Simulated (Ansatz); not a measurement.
**Defect calculation: Ge on the Ga site in beta Ga2O3**

Method: PBE, PAW (plane waves to 420 eV; Ansatz, a first-principles code). Cell: 120 sites, 1×3×2 repeats of a cell of 20 atoms; final energies on a 2×2×2 shifted mesh. Site at the start: the Ga(2) site. Charged cells carry a point-charge image correction with potential alignment at far atoms. Dielectric constants: PBE linear response of the host. Host gap at this level: 2.01 eV. A cell of this size leaves errors of a few tenths of an eV. PBE underestimates the host's gap, which shifts levels and can delocalise carriers. Spin–orbit coupling is left out. Each state is the lowest found from its start.

Charges with a result: +1, 0, −1. Others weren't obtained, and one of them could lie lower, also by skipping a charge.

| charge | moment (μB) | point group | largest move off a lattice site (Å) | image correction with alignment (eV) |
|---|---|---|---|---|
| +1 | not spin-polarised | Cs | 0.09 | 0.17 |
| 0* | quenched | Cs | 0.08 | – |
| −1† | not spin-polarised | – | 0.07 | 0.04 |

* At this level the carrier isn't localised at the defect: at charge 0 electrons occupy the conduction band. Such a state is shallow or no state of the defect, and this cell gives it no level.

† Not settled in this cell, so no level is given: charge −1: carriers not clearly localised, level within 0.1 eV of a band edge or past it.

Point groups are those of the whole cell at tolerances of 0.03 and 0.1 Å ("near" where only the looser one holds); none is given for unsettled states.

Starting moments that weren't kept: charge 0 began with 1 μB and ended with 0.0.

Not the lowest form: the same atoms on another site or from another start ended lower, by 0.11 eV at charge +1.

Flagged in the runs: a doubtful potential alignment, a host whose relaxation on this sampling wasn't shown to rest.
